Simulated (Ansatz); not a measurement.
Ag under a change: biaxial strain +1.56 %, plane normal [110], relaxed out of plane

Base system: Ag in the fcc (Cu type) structure (space group Fm-3m, No. 225; a = 4.0538 Å; relaxed with 0.1 eV smearing). Axes: x, y, z lie along the cube axes.

One thing is altered: tensile biaxial strain of 1.56 % in the plane normal to [110], as in epitaxy on a mismatched substrate; the out-of-plane cell vector and the atoms relax.

All numbers come from PBEsol in Ansatz (plane waves to 420 eV, PAW, spin-orbit coupling left out). Settings: 28×28×28 k-points, 0.1 eV Fermi–Dirac smearing.

```csv
quantity,base,changed,shift
space group,Fm-3m (No. 225),Immm (No. 71),–
shortest interatomic distance,2.866 Å,2.825 Å,-0.0417 Å
energy relative to the base (free energy F),0 meV/atom,+4.6 meV/atom,+4.6 meV/atom
"pressure (mean of the normal stresses, compression positive)",0.0 GPa,-1.7 GPa,-1.7 GPa
band gap,zero,zero,–
out-of-plane strain,–,-1.46 %,–
ratio −ε⊥/ε∥,–,0.93,–
```

A biaxial case was relaxed in a doubled cell and then solved in the primitive one. Stability against distortions was not tested.

Ansatz is a first-principles code.
